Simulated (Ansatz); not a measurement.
# SiGe in the CsCl type structure (space group Pm-3m, No. 221; a hypothetical phase, not in the database extracts checked)

```
SiGe
1.0
    3.19976     0.00000     0.00000
    0.00000     3.19976     0.00000
    0.00000     0.00000     3.19976
Ge Si
1 1
Cartesian
  0.00000   0.00000   0.00000
  1.59988   1.59988   1.59988
```

Level of theory: PBEsol (Ansatz, an electronic-structure program, PAW, scalar-relativistic without spin-orbit coupling). k-mesh 15×15×15 (Γ-centred); smearing 0.05 eV (Fermi–Dirac).

The volume per atom is 16.38 Å³. The density is 5.11 g/cm³ and the band gap is zero. The total energy is -2437.089 eV/atom (σ→0; compares only within this code and set-up).

No phonon test of stability was made. All final runs are without spin polarisation.
